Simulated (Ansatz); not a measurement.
# Nb2O5 (space group C2, No. 5; a cell from a computed database, its experimental status unchecked)

Space group C2 (No. 5); a = 5.960 Å, b = 5.089 Å, c = 5.742 Å, α = 90.00°, β = 117.74°, γ = 90.00°

```tsv
atom	site	symmetry	x	y	z
Nb	4c	1	0.1912	0.0426	0.2926
O	2b	2	0.5000	0.7771	0.5000
O	4c	1	0.0722	0.7097	0.3491
O	4c	1	0.3227	0.5652	0.0404
```
(The calculation used a cell of 7 atoms; values per cell refer to that cell.)

Method: DFT with PBEsol, PAW potentials and a 420 eV plane-wave cutoff in Ansatz (a program for electronic structure), no SOC. Γ-centred 9×9×7 mesh, Fermi–Dirac width 0.05 eV.

| Property | Value |
|---|---|
| Volume per atom | 11.01 Å³ |
| Density | 5.73 g/cm³ |
| Band gap | 1.89 eV, indirect, Γ → V₂ |
| Total energy | -1685.579 eV/atom (σ→0; compares only within this code and set-up) |

No phonon test of stability was made.
